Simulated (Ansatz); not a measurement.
Defect: In-vacancy pair (In on one host Al site, one Al site vacant) in wurtzite AlN, charge state -3. The step: one Al atom jumps into the vacancy from a nearby Al site (In-vacancy distance between ideal sites 3.09 → 4.40 Å); the atom moves 3.04 Å along (-0.98, -0.97, 0.02) of the unit cell; the moving atom starts with neighbours N at 1.80, N at 1.91, N at 1.92, N at 1.94 Å and ends with N at 1.80, N at 1.90, N at 1.91, N at 1.93 Å. A PBE band in Ansatz (plane-wave PAW, the Γ point alone, 72 host sites, 22 SCF runs with any check of the saddle's order, static, no finite-size correction) gives a forward barrier of 2.36 eV. The saddle point's order was not checked. The charge state is imposed; whether it is stable for some Fermi level was not computed. Forms of the defect that were not tried may lie lower.

Single points at the band's start and saddle point can refine it. Rough cost of one point, in units of the band's mean SCF on the same machine:

| Level | Cost of one point |
|---|---|
| PBE, a 2×2×2 k-point mesh shifted by half a step along c | about 7 |
| r2SCAN at 500 eV, the Γ point alone | about 4 |

Q: Which of these move the barrier by more than 0.1 eV, and how far does each move it?

A: PBE, a 2×2×2 k-point mesh shifted by half a step along c: -0.19 eV; r2SCAN at 500 eV, the Γ point alone: +0.23 eV. Each functional is compared with PBE at the same k-points.

Ansatz is a quantum-chemistry and plane-wave program.
